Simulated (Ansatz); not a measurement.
Start from AlP in the zinc blende structure (space group F-43m, No. 216; a = 5.508 Å).

The values are results of DFT with PBE, PAW potentials and a 420 eV plane-wave cutoff in Ansatz (a quantum-chemistry and plane-wave program), no spin-orbit coupling, not measurements.

Carriers are added at fixed cell with a uniform background; the Fermi–Dirac width is that of 300 K.

One change was made to it. Results:

| quantity | base | after |
|---|---|---|
| Fermi level relative to the doped band's edge (positive inside the band; to 0.05 eV) | – | +0.95 eV |
| gap character | indirect, Γ → X | indirect, Γ → X |

Problem. Which change produced these results?
A) holes 2.0×10^21 cm⁻³
B) electrons 1.5×10^21 cm⁻³
C) electrons 2.0×10^21 cm⁻³
D) electrons 5.0×10^21 cm⁻³

Solution. D, electrons 5.0×10^21 cm⁻³. For comparison, the Fermi level from band edge in the other runs: electrons 1.5×10^21 cm⁻³ gives +0.50 eV; holes 2.0×10^21 cm⁻³ gives +0.25 eV; electrons 2.0×10^21 cm⁻³ gives +0.55 eV.

Charged cell with a jellium background: band edges are those of the host's band count, energies are not comparable with the neutral cell, and many-body gap narrowing is missing. No phonon test of stability was made.
